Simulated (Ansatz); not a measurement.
The parent structure is YN in the rock salt structure (space group Fm-3m, No. 225).

```xyz
2
Lattice="0.0000 2.4529 2.4529 2.4529 0.0000 2.4529 2.4529 2.4529 0.0000" Properties=species:S:1:pos:R:3 pbc="T T T"
Y      0.0000     0.0000     0.0000
N      2.4529     2.4529     2.4529
```

Calculations: DFT with PBE, PAW potentials and a 420 eV plane-wave cutoff in Ansatz (an electronic-structure program), scalar-relativistic without spin-orbit coupling.

For the base:

| Quantity | Result |
|---|---|
| Gap character | indirect, Γ → X |
| Gap between the host's bands | 0.21 eV |

Now apply this change: 0.0207 electrons added to each cell, a density of 7.0×10^20 cm⁻³, with a uniform compensating background at fixed cell and a 300 K Fermi–Dirac width.

Question: What does the calculation give for the Fermi level from band edge, gap character and gap between the host's bands after the change?

Answer: The Fermi level relative to the doped band's edge (positive inside the band; to 0.05 eV) amounts to +0.40 eV; the gap character is still indirect, Γ → X; the gap between the host's bands stays 0.21 eV.

Carriers are added with a uniform compensating background; total energy and stress of such cells depend on the potential's zero and are not compared; many-body gap narrowing is missing at this level. Whether these cells are dynamically stable was not tested. The base started in P3_121 and relaxed to Fm-3m at this level. A zero or small gap of YN can be the functional's error rather than a property of the material.
